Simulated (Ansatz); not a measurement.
The starting structures come from a database of crystals and need not be the phases stable at ambient conditions.

 Where the default PAW files enter, the runs use the earlier of Ansatz's two default sets.

Inside the gap of an insulator the Bloch states are evanescent, with a wavenumber k + iκ along the transport direction.

Given:

```
CELL_PARAMETERS angstrom
      4.69220     0.00000     0.00000
      0.00000     5.63795     0.00000
      0.00000    -2.81898     4.48890
ATOMIC_POSITIONS crystal
  Li 0.50000 0.52632 0.41292
  Li 0.50000 0.11340 0.58708
  B  0.18297 0.25784 0.00000
  B  0.81703 0.25784 0.00000
  B  0.30639 0.90199 0.80412
  B  0.69361 0.09787 0.19588
  B  0.69361 0.90199 0.80412
  B  0.30639 0.09787 0.19588
  B  0.81656 0.74346 0.00000
  B  0.18344 0.74346 0.00000
  B  0.00000 0.33268 0.33898
  B  0.00000 0.99370 0.66102
  B  0.00000 0.00776 0.33828
  B  0.00000 0.66948 0.66172
  C  0.35378 0.50188 0.00000
  C  0.64622 0.50188 0.00000
```

Space group of this cell: Amm2. The cell is taken as given.

Transport runs along the normal of the first two printed cell vectors.

No gap correction and no spin-orbit coupling; mid-gap values are interpolated between computed energies.

State the band gap and the smallest decay constant κ at mid-gap according to r2SCAN in Ansatz (a quantum-chemistry and plane-wave program).

Gap 1.51 eV on a 6×8×8 mesh; κ = 0.256 1/Å, at the zone centre.
